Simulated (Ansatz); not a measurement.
**Ta vacancy + O interstitial in bcc Ta**

These are PBE, PAW (plane waves to 420 eV; Ansatz, a first-principles code) values and carry that method's errors. Set-up: 54-site cell; 4×4×4 shifted k-points; start: the Ta site; off centre in the vacancy; no spin–orbit coupling; not converged in cell size; the relaxation kept the symmetry of the starting site; relaxed from one start, so a lower configuration may exist.

Neighbours after relaxation, in Å: of the emptied site: O 1.53; of the O atom: Ta 2.12, Ta 2.19, Ta 2.19, Ta 2.19, Ta 2.19.

Formation energies E_f are those of the neutral cell. Chemical conditions: impurity bounded by its compound with the host (Δμ(Ta) = 0.00 eV, Δμ(O) = -3.96 eV, bounded by Ta2O5 (C2/c); only phases computed here count, gases as isolated molecules at 0 K). Reference phases: O: O2 molecule in a box, Ta: bcc Ta.

```json
[
 {"charge": "0", "moment (μB)": "not spin-polarised", "point group": "C4v", "largest move off a lattice site (Å)": "0.33", "E_f, impurity bounded by its compound with the host (eV)": "2.35"}
]
```

Point groups are those of the whole cell at tolerances of 0.03 and 0.1 Å ("near" where only the looser one holds); none is given for unsettled states.
